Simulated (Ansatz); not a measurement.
A computed series for BN: response to strain

Start from BN (space group P4_2/mnm, No. 136; a = 4.3988 Å, c = 2.5384 Å; a model cell, its experimental status unchecked). Axes: x, y, z lie along a, b, c of the conventional cell.

Strains are applied to the cell and any free atomic positions relax.

Levels (all Ansatz, a quantum-chemistry and plane-wave program, PAW): PBEsol (420 eV, no spin-orbit coupling); r2SCAN (500 eV, spin-orbit coupling left out); HSE06 (420 eV, no SOC).

Band gaps by level, all at the geometries relaxed with PBEsol:

```
case                          PBEsol   r2SCAN    HSE06
---------------------------  -------  -------  -------
base                         4.58 eV  5.31 eV  6.11 eV
isotropic strain −2.11 %     4.48 eV  5.24 eV  6.03 eV
isotropic strain −0.32 %     4.56 eV  5.30 eV  6.10 eV
tensor shear ε_xy = −1.39 %  4.40 eV      ___      ___
```

Question: Some entries are withheld; estimate them.

Answer: 
- tensor shear ε_xy = −1.39 %, r2SCAN: 5.14 eV
- tensor shear ε_xy = −1.39 %, HSE06: 5.93 eV

Single points use the geometry relaxed with PBEsol. The hybrid gap comes from the SCF mesh plus the semilocal run's edge points and a few special points and is an upper bound. Whether these cells are dynamically stable was not tested.
